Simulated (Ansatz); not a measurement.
## SiC: energy against strain

SiC (wurtzite, P6_3mc, 10.145 Å³/atom at rest, c along z) under a strain ε along a direction in the basal plane (axis x), the other axes held. LDA in Ansatz, a plane-wave DFT program (PAW, default set), 420 eV, 12×12×7 Γ-centred mesh, Fermi-Dirac smearing 0.05 eV; ions are relaxed within the symmetry of each cell.

Here s stands for strain and y for E less E0.

```
strain (%)  E less E0 (meV/atom)
----------  --------------------
-3.00                          ?
-1.20                       2.42
-0.60                       0.60
0.00                        0.00
0.60                        0.59
1.20                        2.33
```

### Question
Using a parabola, estimate the missing y at s = -3.00 from the other rows, showing the fit.

### Answer
Least squares gives y = 0.001 - 0.0317·s + 1.6488·s². Residuals (row less fit): 0.007, -0.014, -0.001, 0.014, -0.007; standard error 0.016 (degrees of freedom: 2). Twice the quadratic coefficient over the volume, 2 × 1.6488 meV × 10⁴ × 0.1602 / 10.145 Å³, is the elastic constant C11 = 521 ± 4 GPa. At the withheld row, y = 0.001 - 0.0317 × (-3.0) + 1.6488 × (-3.0)² = 14.935 meV/atom. The calculation gives 15.63 meV/atom, 0.695 meV/atom above the prediction (4.4 % of the range of y in the table). The row lies outside the fitted rows, so this is an extrapolation. From the scatter of the fitted rows alone, a prediction at this place has a standard error of 0.101 meV/atom, so the miss is 6.9 times that.

One order more, fitted to all 11 runs of the series, follows each within 0.01, so the miss is the next term of a smooth law. SiC is here the rare 2H polytype. Rows are the converged runs of the series near zero and its far end; series whose fitted rows scatter by over a few per cent of the range, as at a crossing or softening among them, aren't shown in this form. Most that stay on the fit to the last digits aren't either.
